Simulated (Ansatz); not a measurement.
The reference is GaSb in the zinc blende structure (space group F-43m, No. 216; a = 6.132 Å). Axes: x, y, z lie along the cube axes.

Calculations: Ansatz (a program for electronic structure) r2SCAN, spin-orbit coupling left out.

Strains are applied to the cell and any free atomic positions relax; under biaxial strain the out-of-plane vector relaxes too.

One change was made to it. Results:

The valence-band top at Γ (three highest levels, from the VBM) becomes 0.00, 0.00, -0.35 eV (base: 0.00, 0.00, 0.00 eV); the volume per atom decreases by 1.11 Å³ (28.83 Å³ → 27.72 Å³); the pressure (mean of the normal stresses, compression positive) goes up by 2.31 GPa to 2.32 GPa; the band gap rises by 0.12 eV, from 0.41 eV to 0.53 eV.

Task: Name the change that was made.
A. biaxial strain −0.83 %, plane normal [111], relaxed out of plane
B. biaxial strain −1.67 %, plane normal [111], relaxed out of plane
C. biaxial strain −2.50 %, plane normal [111], relaxed out of plane
D. biaxial strain −0.42 %, plane normal [111], relaxed out of plane

Result: C, biaxial strain −2.50 %, plane normal [111], relaxed out of plane. For comparison, the valence-band top at Γ in the other runs: biaxial strain −0.42 %, plane normal [111], relaxed out of plane gives 0.00, 0.00, -0.05 eV; biaxial strain −0.83 %, plane normal [111], relaxed out of plane gives 0.00, 0.00, -0.10 eV; biaxial strain −1.67 %, plane normal [111], relaxed out of plane gives 0.00, 0.00, -0.22 eV.

With Sb present, leaving out spin-orbit coupling can change the band edges. Stability against distortions was not tested.
